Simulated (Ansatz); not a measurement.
## Several settings converged on TiGa3 (I4mm, 4 atoms in the cell)

```yaml
crystal:
  lattice:
    - [-1.87479, 1.87479, 4.35533]
    - [1.87479, -1.87479, 4.35533]
    - [1.87479, 1.87479, -4.35533]
  atoms:
    - { symbol: Ti, position: [0.00574, 0.00574, 0.00000] }
    - { symbol: Ga, position: [0.75000, 0.25000, 0.50000] }
    - { symbol: Ga, position: [0.25000, 0.75000, 0.50000] }
    - { symbol: Ga, position: [0.50000, 0.50000, 0.00000] }
```

Base method: LDA (PW92), default PAW files made with PBE (plane waves; Ansatz, a quantum-chemistry and plane-wave program).

Base settings: basis.ecutwfc = 420 eV; kpoints.mp_grid.grid = 10 10 10; hamiltonian.xc = lda; hamiltonian.pseudopotentials = {kind: paw} (the program's default PAW files); scf.occupations.method = gaussian; scf.occupations.width = 0.1 eV.

The count of work is k-points × plane waves × bands × iterations; it is no time. Core times come from one kind of shared machine, to one figure; runs under 30 s give none.

**Shifted k-point meshes**

In this ladder: kpoints.mp_grid.shift = 0.5 0.5 0.5.

Only quantities that move along the ladder and can be compared are tabulated.

```tsv
kpoints.mp_grid.grid	free energy less the last step's (meV/atom)	pressure (GPa)	largest difference of a force vector from the last step's (eV/Å)	count of work / last
2 2 2	149.16	-3.79	0.086	0.0020
3 3 3	-9.66	-4.68	0.011	0.0041
4 4 4	-3.59	-4.48	0.003	0.0064
6 6 6	-3.11	-4.37	0.005	0.016
8 8 8	0.49	-4.30	0.005	0.038
10 10 10	0.79	-4.32	0.001	0.067
12 12 12	0.31	-4.31	0.001	0.11
14 14 14	-0.07	-4.32	0.001	0.16
27 27 27	0.00	-4.31	0.000	1.0
```

Coarsest kpoints.mp_grid.grid that holds the free energy within 2 meV/atom of the last step, with all finer ones: 8 8 8, at 0.038 of the last step's count of work; the step before is off by 3.1 meV/atom.

Coarsest kpoints.mp_grid.grid that holds the forces within 0.02 eV/Å of the last step, with all finer ones: 3 3 3, at 0.0041 of the last step's count of work; the step before is off by 0.086 eV/Å.

Coarsest kpoints.mp_grid.grid that holds the pressure within 0.2 GPa of the last step, with all finer ones: 4 4 4, at 0.0064 of the last step's count of work; the step before is off by 0.36 GPa.

**The width of Fermi-Dirac smearing**

In this ladder: kpoints.mp_grid.grid = 16 16 16; scf.occupations.method = fermi_dirac.

Narrow widths need finer meshes than wide ones, so the last steps can hold mesh noise.

Only quantities that move along the ladder and can be compared are tabulated; pressure and forces are left out, as mesh noise rules them at narrow widths.

```tsv
scf.occupations.width	free energy less the last step's (meV/atom)	energy extrapolated to zero width less the last step's (meV/atom)	core time / last (rough)
1 eV	-816.10	39.54	1
0.5 eV	-177.71	21.54	1
0.3 eV	-56.66	4.27	1
0.2 eV	-23.28	0.94	1
0.1 eV	-4.47	0.12	1
0.05 eV	0.00	0.00	1
```

Widest scf.occupations.width that holds the free energy within 5 meV/atom: not settled: the last two steps still differ by 4.5 meV/atom, over half the tolerance, so the ladder does not show it.

Widest scf.occupations.width that holds the energy extrapolated to zero width within 0.5 meV/atom of the last step, with all finer ones: 0.1 eV; the step before is off by 0.94 meV/atom.

The extrapolation to zero width removes most of the smearing's effect on the energy.

**The mesh under tetrahedron occupations**

In this ladder: scf.occupations.method = tetrahedron; scf.occupations.width = default.

Only quantities that move along the ladder and can be compared are tabulated.

| kpoints.mp_grid.grid | free energy less the last step's (meV/atom) | pressure (GPa) | largest difference of a force vector from the last step's (eV/Å) | count of work / last |
|---|---|---|---|---|
| 5 5 5 | -5.62 | -4.44 | 0.005 | 0.020 |
| 6 6 6 | 1.91 | -4.37 | 0.015 | 0.032 |
| 8 8 8 | 0.52 | -4.35 | 0.005 | 0.063 |
| 10 10 10 | 0.08 | -4.34 | 0.002 | 0.11 |
| 12 12 12 | 0.04 | -4.33 | 0.002 | 0.17 |
| 19 19 19 | 0.00 | -4.33 | 0.000 | 0.59 |
| 23 23 23 | 0.00 | -4.33 | 0.000 | 1.0 |

Coarsest kpoints.mp_grid.grid that holds the free energy within 1 meV/atom of the last step, with all finer ones: 8 8 8, at 0.063 of the last step's count of work; the step before is off by 1.9 meV/atom.

Coarsest kpoints.mp_grid.grid that holds the forces within 0.01 eV/Å of the last step, with all finer ones: 8 8 8, at 0.063 of the last step's count of work; the step before is off by 0.015 eV/Å.

Coarsest kpoints.mp_grid.grid that holds the pressure within 0.1 GPa of the last step, with all finer ones: 6 6 6, at 0.032 of the last step's count of work; the step before is off by 0.11 GPa.

On the base run: the starting cell comes from a database of computed structures (which also holds hypothetical and non-ambient phases and stackings), without a prior relaxation at this level. Its lattice was rescaled by up to half a per cent. One atom was moved a little off its site on purpose. Spin polarisation is off. In the base run, with a pressure of about -4 GPa the cell is away from its equilibrium volume at this level. Ansatz's pressure includes its estimate of the finite-basis (Pulay) stress.

Left out of this page: 2 runs of the series outside the window shown, repeating another row's setting, or not comparable.

Keys are those of Ansatz 0.2.
